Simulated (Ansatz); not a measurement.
The reference is HgS in the zinc blende structure (space group F-43m, No. 216).

```yaml
crystal:
  lattice:
    - [0.00000, 2.93793, 2.93793]
    - [2.93793, 0.00000, 2.93793]
    - [2.93793, 2.93793, 0.00000]
  atoms:
    - { symbol: S, position: [0.75000, 0.75000, 0.75000] }
    - { symbol: Hg, position: [0.00000, 0.00000, 0.00000] }
```

Cartesian axes are those of the cell as printed.

All numbers come from PBEsol (Ansatz, a quantum-chemistry and plane-wave program), scalar-relativistic without spin-orbit coupling.

Now apply this change: an isotropic linear strain of −2.04 %; the atoms relax in the strained cell.

Question: Predict the stress tensor and what it implies for the stiffness.

Answer: Stress of the strained cell less that of the base (GPa, compression positive):
```
    4.3     0.0     0.0
    0.0     4.3     0.0
    0.0     0.0     4.3
```

Then B = −ΔP/(ΔV/V₀) with ΔV/V₀ = -0.0600 gives secant stiffness values (nonlinear terms included at this strain): B ≈ 72 GPa.

As a check, the harmonic strain energy −½ V₀ Δσ:ε is 21 meV/atom; the computed energy rise is 19 meV/atom.

A case with no gap was solved on a k-mesh chosen for an insulator, which is coarse for it. No phonon test of stability was made. The final runs are not spin-polarised.
